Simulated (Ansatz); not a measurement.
# W: W → Hf

Take W (space group Pm-3n, No. 223; a = 5.033 Å) as the base.

The change: every W is replaced by Hf; the structure is relaxed again.

All numbers come from PBEsol (Ansatz, a quantum-chemistry and plane-wave program), without spin-orbit coupling. k-mesh 9×9×9 (Γ-centred); smearing 0.05 eV (Fermi–Dirac).

The volume per atom goes up by 5.51 Å³ (15.94 Å³ → 21.45 Å³) and the lattice parameter a grows by 0.524 Å to 5.557 Å. The space group remains Pm-3n (No. 223) and the shortest interatomic distance grows by 0.2620 Å, from 2.517 Å to 2.778 Å. The band gap stays zero.

Final structure:

```yaml
crystal:
  lattice:
    - [5.55695, 0.00000, 0.00000]
    - [0.00000, 5.55695, 0.00000]
    - [0.00000, 0.00000, 5.55695]
  atoms:
    - { symbol: Hf, position: [0.00000, 0.00000, 0.00000] }
    - { symbol: Hf, position: [0.50000, 0.50000, 0.50000] }
    - { symbol: Hf, position: [0.00000, 0.50000, 0.25000] }
    - { symbol: Hf, position: [0.00000, 0.50000, 0.75000] }
    - { symbol: Hf, position: [0.25000, 0.00000, 0.50000] }
    - { symbol: Hf, position: [0.75000, 0.00000, 0.50000] }
    - { symbol: Hf, position: [0.50000, 0.75000, 0.00000] }
    - { symbol: Hf, position: [0.50000, 0.25000, 0.00000] }
```

Cost of the whole job for the changed cell (relaxation, final SCF and bands): around 8 core-minutes (rough).

Whether these cells are dynamically stable was not tested. As relaxed here, Hf is a hypothetical phase, not in the database extracts checked. The final runs are not spin-polarised. Hf has a high density of states at the Fermi level and may be magnetic at this level. This is not the structure that W has at room temperature and ambient pressure.
